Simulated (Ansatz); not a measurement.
The reference is a 16-atom supercell of SiC in the wurtzite structure (space group P6_3mc, No. 186) at its relaxed geometry.

```
SiC
1.0
    6.15061     0.00000     0.00000
   -3.07531     5.32659     0.00000
    3.07531     5.32659     5.04816
Si C
8 8
Direct
  0.33283   0.16617   0.00050
  0.33283   0.66617   0.00050
  0.83283   0.16617   0.00050
  0.83283   0.66617   0.00050
  0.66617   0.83283   0.50050
  0.66617   0.33283   0.50050
  0.16617   0.83283   0.50050
  0.16617   0.33283   0.50050
  0.70863   0.54197   0.62470
  0.70863   0.04197   0.62470
  0.20863   0.54197   0.62470
  0.20863   0.04197   0.62470
  0.04197   0.20863   0.12470
  0.04197   0.70863   0.12470
  0.54197   0.20863   0.12470
  0.54197   0.70863   0.12470
```

The values are results of r2SCAN, PAW, 500 eV (Ansatz, a quantum-chemistry and plane-wave program; no spin-orbit coupling), not measurements.

Base values:

The pressure comes out as 0.0 GPa and the mean distance from the defect site to its nearest host atoms comes out as 1.89 Å.

One thing is altered: one Si atom is replaced by Mg, atoms relaxed at fixed cell, starting from a slightly rattled geometry.

Tabulated Pauling electronegativity and covalent radius: Si 1.90, 1.11 Å; Mg 1.31, 1.41 Å.

What happens to the pressure, mean distance from the defect site to its nearest host atoms and largest displacement of a host atom from its site in the perfect cell?

The pressure goes from zero to 9.5 GPa; the mean distance from the defect site to its nearest host atoms goes up by 0.22 Å, from 1.89 Å to 2.11 Å; the largest displacement of a host atom from its site in the perfect cell is 0.25 Å.

Other magnetic orders, which the real material may have, were not ruled out. In so small a cell the defect repeats every few ångströms: this is an ordered compound, not a dilute defect. The mesh was chosen for an insulator and is coarse for the gapless case. The defect cell is spin-polarised and ends with 1.9 μB.
